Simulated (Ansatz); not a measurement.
System: L1₀ (CuAu-type) PdMn. Method: PBEsol (plane waves, PAW; Ansatz, a program for electronic structure).

Numerical settings: plane-wave cutoff 500 eV, 18×18×16 k mesh (along the axes of the cell as run), Fermi–Dirac smearing 0.1 eV, spin-polarised start, scalar-relativistic PAW data made under PBE.

Computed at the level's own relaxed cell.

**Question.** Predict the equilibrium volume per atom, lattice constant a and c axis length.

**Answer.** 
equilibrium volume per atom: 14.41 Å³/atom
lattice constant a: 2.934 Å
c axis length: 3.348 Å

The run finds no gap.

Note: the magnetic order was assumed, not searched for or taken from measurement.

The computed numbers hold no vibrational or temperature effects.

The result took very roughly 6 core-minutes.
